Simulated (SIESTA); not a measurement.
Input and output of a self-consistent single point for LiBr (Fm-3m, 2 atoms in the cell) (SIESTA).

Method: GGA revPBE, numerical atomic orbitals TZP, PseudoDojo PBE standard norm-conserving potentials (rewritten from UPF to PSML) run with SIESTA.

```xyz
2
Lattice="0.0000 2.6652 2.6652 2.6652 0.0000 2.6652 2.6652 2.6652 0.0000" Properties=species:S:1:pos:R:3 pbc="T T T"
Li     0.0000     0.0000     0.0000
Br     2.6652     2.6652     2.6652
```

Reference input (self-consistent single point, DFT, GGA PBE, numerical atomic orbitals TZP, PseudoDojo PBE standard norm-conserving potentials (rewritten from UPF to PSML)): XC.functional = GGA; XC.authors = PBE; potentials = PseudoDojo PBE standard; PAO.BasisSize = TZP; PAO.EnergyShift = 0.01 Ry; MeshCutoff = 300 Ry; kgrid.MonkhorstPack = 9 9 9; OccupationFunction = FD; ElectronicTemperature = 10 K; PAO.Polarization.NonPerturbative = true; MaxSCFIterations = 150; SCF.Mixer.Method = Pulay. This run's input differs from it in these lines:

```diff
@@ -23,3 +23,3 @@
 XC.functional                GGA
-XC.authors                   PBE
+XC.authors                   revPBE
 PAO.BasisSize                TZP
```

The program printed (abridged):

```
        iscf     Eharris(eV)        E_KS(eV)     FreeEng(eV)     dDmax    Ef(eV) dHmax(eV)
   scf:    1     -627.169953     -627.641680     -627.641680  1.027127 -2.710030  0.777426
   scf:    2     -627.675845     -627.659758     -627.659758  0.044560 -2.754108  0.422270
   scf:    3     -627.674716     -627.668712     -627.668712  0.049711 -2.837950  0.115506
   scf:    4     -627.669195     -627.668959     -627.668959  0.015229 -2.942074  0.011673
   scf:    5     -627.668956     -627.668959     -627.668959  0.001312 -2.933277  0.005916
   scf:    6     -627.668963     -627.668961     -627.668961  0.000798 -2.931246  0.000189
   scf:    7     -627.668961     -627.668961     -627.668961  0.000025 -2.931297  0.000109
mix: Pulay -- inversion failed, > SVD [rank/size] 4 / 6
   scf:    8     -627.668961     -627.668961     -627.668961  0.000013 -2.931291  0.000000
   scf:    9     -627.668961     -627.668961     -627.668961  0.000001 -2.931292  0.000000
SCF Convergence by DM+H criterion
max |DM_out - DM_in|         :     0.0000006921
max |H_out - H_in|      (eV) :     0.0000000313
SCF cycle converged after 9 iterations

Using DM_out to compute the final energy and forces

siesta: E_KS(eV) =             -627.6690

siesta: E_KS - E_eggbox =      -627.6690

siesta: Atomic forces (eV/Ang):
     1   -0.000000   -0.000000    0.000000
     2    0.000000    0.000000   -0.000000
   Tot   -0.000000   -0.000000    0.000000
   Max    0.000000
   Res    0.000000    sqrt( Sum f_i^2 / 3N )
   Max    0.000000    constrained

Stress tensor Voigt[x,y,z,yz,xz,xy] (kbar):      -48.07      -48.07      -48.07       -0.21       -0.21       -0.21
(Free)E + p*V (eV/cell)     -626.5330
Target enthalpy (eV/cell)     -627.6690

siesta: Program's energy decomposition (eV):
siesta: FreeEng =      -627.668961

   [... lines left out ...]
siesta:    -0.030000   -0.000133   -0.000133
siesta:    -0.000133   -0.030000   -0.000133
siesta:    -0.000133   -0.000133   -0.030000

siesta: Cell volume =         37.865130 Ang**3

siesta: Pressure (static):
siesta:                Solid            Molecule  Units
siesta:           0.00032674          0.00032674  Ry/Bohr**3
siesta:           0.02999984          0.02999984  eV/Ang**3
siesta:          48.06503830         48.06503830  kBar
```

The run converged in 9 iterations. Against the reference run the pressure goes from 3.27 to 4.81 GPa and the gap on the mesh goes from 5.512 to 5.662 eV. The full log also holds: “xc_check: WARNING: Pseudopotential generated with GGA PBE functional”.

The starting cell comes from a database of computed structures (which also holds hypothetical and non-ambient phases and stackings), without a prior relaxation at this level. Its lattice was rescaled by a random factor within 2.5 % of one. Values carry the incompleteness of an atom-centred basis. With a pressure of about 5 GPa the cell is away from its equilibrium volume at this level.
